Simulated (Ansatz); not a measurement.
# TiS (space group R-3m, No. 166)

```cif
data_S3Ti3
_chemical_formula_sum 'Ti3 S3'
_space_group_name_H-M_alt 'P 1'
_space_group_IT_number 1
_cell_length_a 9.02306
_cell_length_b 9.02306
_cell_length_c 9.02306
_cell_angle_alpha 21.671
_cell_angle_beta 21.671
_cell_angle_gamma 21.671
loop_
_space_group_symop_operation_xyz
  'x, y, z'
loop_
_atom_site_label
_atom_site_type_symbol
_atom_site_fract_x
_atom_site_fract_y
_atom_site_fract_z
_atom_site_occupancy
Ti1 Ti 0.50000 0.50000 0.50000 1
Ti2 Ti 0.61813 0.61813 0.61813 1
Ti3 Ti 0.38187 0.38187 0.38187 1
S1 S 0.00000 0.00000 0.00000 1
S2 S 0.77670 0.77670 0.77670 1
S3 S 0.22330 0.22330 0.22330 1
```

All numbers come from plane-wave PAW DFT at the PBEsol level (Ansatz, an electronic-structure program, 420 eV), without spin-orbit coupling. Γ-centred 16×16×16 mesh, Fermi–Dirac width 0.05 eV.

```yaml
volume_per_atom: 14.63 Å³
density: 4.54 g/cm³
band_gap: zero
total_energy: -1680.891 eV/atom (σ→0; compares only within this code and set-up)
```

Whether these cells are dynamically stable was not tested. The final runs are not spin-polarised.
